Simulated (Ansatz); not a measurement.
A computed series for BP: response to strain

Consider BP in the zinc blende structure (space group F-43m, No. 216; a = 4.491 Å).

Strains are applied to the cell and any free atomic positions relax.

The values are results of LDA/PAW in Ansatz (a program for electronic structure), without spin-orbit coupling, not measurements.

Notes on the quantities. energy relative to the base: free energy F.

```csv
isotropic strain (%),energy relative to the base (meV/atom)
-3,54.6
-2.5,?
-2,23.6
-1.5,13.1
-1,5.7
0,0.0
0.5,1.4
1.5,12.1
2.5,32.6
```

Fit ΔE = Aε² + Bε³ (ε in %) to the rows shown and predict the withheld row.

Least squares on the printed values gives A = 5.60 and B = -0.15 meV/atom (largest residual 0.1 meV/atom); this predicts 37.4 meV/atom, and the run gives 37.4 meV/atom, in agreement.

Stability against distortions was not tested.
